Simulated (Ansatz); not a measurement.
Cells marked so need not be the phases stable at ambient conditions, and some may be hypothetical.

 Where the default PAW files enter, the runs use the earlier of Ansatz's two default sets.

The gap is the functional's own. No spin-orbit coupling. Mid-gap values are interpolated on the energy grid.

A. Sr$_{3}$BiN (Pm-3m, anti-perovskite, not sure to be the ambient phase, 5 atoms a cell, 28.7 Å³ an atom), along the normal of (001)
B. NaCl (Fm-3m, rock salt, 2 atoms a cell, 21.8 Å³ an atom), along the normal of (110)
C. K₂NaScF₆ (Fm-3m, not sure to be the ambient phase, 10 atoms a cell, 16.0 Å³ an atom, -3 GPa at this level), along the normal of (111)
D. Ca$_{3}$AsCl$_{3}$ (Pm-3m, not sure to be the ambient phase, 7 atoms a cell, 27.2 Å³ an atom), along the normal of (001)

Task: Order them by mid-gap decay constant of the slowest evanescent state (lowest first) at the level r2SCAN (Ansatz, an electronic-structure program).

Result: A (0.06 1/Å), D (0.21 1/Å), B (0.40 1/Å), C (0.58 1/Å)
